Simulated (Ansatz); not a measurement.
Input and output of a relaxation of cell and atoms for TiCo (Pm-3m, 2 atoms in the cell) (Ansatz, a quantum-chemistry and plane-wave program).

Method of the run: LDA (PW92), PAW files made with PBE (plane waves; Ansatz).

The change in words: atoms on their sites; basis.ecutwfc: 420 eV → 210 eV; relax: default → cell and atoms. Reference geometry:
```yaml
crystal:
  lattice:
    - [2.98103, 0.00000, 0.00000]
    - [0.00000, 2.98103, 0.00000]
    - [0.00000, 0.00000, 2.98103]
  atoms:
    - { symbol: Ti, position: [0.00000, 0.00000, 0.01677] }
    - { symbol: Co, position: [0.50000, 0.50000, 0.50000] }
```

Reference input (self-consistent single point, DFT, LDA (PW92), plane waves, PAW files made with PBE): basis.ecutwfc = 420 eV; kpoints.mp_grid.grid = 11 11 11; hamiltonian.xc = lda; hamiltonian.pseudopotentials = {kind: paw} (the program's default PAW files); scf.occupations.method = fermi_dirac; scf.occupations.width = 0.1 eV. This run's input differs from it in these lines:

Ansatz 0.2 input:
```diff
@@ -6,6 +6,6 @@
   atoms:
-    - { symbol: Ti, position: [0.00000000, 0.00000000, 0.01677300] }
+    - { symbol: Ti, position: [0.00000000, 0.00000000, 0.00000000] }
     - { symbol: Co, position: [0.50000000, 0.50000000, 0.50000000] }
 basis:
-  ecutwfc: 420.0 eV
+  ecutwfc: 210.0 eV
 kpoints:
@@ -17,2 +17,4 @@
   occupations: { method: fermi_dirac, width: 0.1 eV }
+relax:
+  cell: {}
 output:
```

Output, abridged:

```
   [... SCF lines of the steps left out ...]
relax step   1: F+E_penalty+E_count = -7502.96080972 eV  Δ(F+E_penalty+E_count) = +0.000e0 eV  max|allowed force component| = 2.662e-29 eV/Å  Δτ_max = 0.0000 Å  P = -5.983 GPa  Ω = 26.491 Å³  (9 SCF iters, dr2 threshold 1.00e-7 eV, accepted)
relax step   2: F+E_penalty+E_count = -7504.68308925 eV  Δ(F+E_penalty+E_count) = -1.722e0 eV  max|allowed force component| = 7.889e-30 eV/Å  Δτ_max = 0.0000 Å  P = +38.773 GPa  Ω = 25.605 Å³  energy of the carried Pulay correction = +1.812e0 eV  (6 [...]
   [... lines left out ...]
relax step 119: F+E_penalty+E_count = -7503.18008207 eV  Δ(F+E_penalty+E_count) = -1.653e-2 eV  max|allowed force component| = 1.150e-30 eV/Å  Δτ_max = 0.0000 Å  P = +0.001 GPa  Ω = 22.106 Å³  energy of the carried Pulay correction = +1.653e-2 eV  [...]
relax step 120: F+E_penalty+E_count = -7503.18008207 eV  Δ(F+E_penalty+E_count) = -1.819e-12 eV  max|allowed force component| = 2.038e-30 eV/Å  Δτ_max = 0.0000 Å  P = -0.454 GPa  Ω = 22.106 Å³  stress off target by 4.54e-1 GPa  SCF on the basis [...]
basis re-selected at this cell: Δ(F+E_penalty+E_count) = -1.819e-12 eV, ΔP = -0.455 GPa vs the last step
   [... lines left out ...]
Free energy (F): -7503.180082 eV
Fermi energy:    19.754165 eV
Error: variable-cell relaxation did not converge after 120 `relax_step` rows, as none of its last 41 fresh-basis SCF(s) at a relaxed cell met both thresholds with a finite energy. The last misses `relax.cell.stress_tol`: largest allowed force component 2.04e-30 eV/Å (`relax.f_tol` 1.00e-2 eV/Å), stress off the target on the free part of the cell 4.54e-1 GPa (`relax.cell.stress_tol` 5.00e-2 GPa), F+E_penalty+E_count -7503.18008207 eV. The closest is row 118, whose structure comes with this error. Larger ratio of force or stress to its threshold at each such SCF whose figures are numbers: 110.715, 106.544, 98.819, 83.003, 71.568, 81.231, 75.761, 81.685, 87.521, 92.661, 100.053, [...]
   [... lines left out ...]
to start a new deck from the relaxed geometry:
  cell:  # Å, volume = 22.1135 Å³
    - [2.8068490261936754, -6.411277844752048e-32, -5.5182406805001465e-34]
    - [-6.302141814570106e-32, 2.8068490261936754, 1.283150825447996e-32]
    - [-1.8268749537579421e-34, 1.283150825447996e-32, 2.8068490261936754]
  atoms:
    - { symbol: Ti, position: [1.5506673084985828e-45, 7.193672477085206e-46, 1.320355790673079e-46] }
    - { symbol: Co, position: [0.49999999999999994, 0.49999999999999994, 0.49999999999999994] }
```

The relaxation ended unconverged.  The full log also holds: “iter 3 did not close the SCF: its close was put off for the readings that it lacked (scf_convergence_deferred on its scf_iter line)”. The full log also holds: “iter 4 did not close the SCF: its close was put off for the readings that it lacked (scf_convergence_deferred on its scf_iter line)”.

The starting cell has typed, rounded lattice constants, without a prior relaxation at this level. Its lattice was rescaled by up to half a per cent. The cutoff lies below the one recommended for these files.

Cost on one core of a shared machine: roughly 60 s.
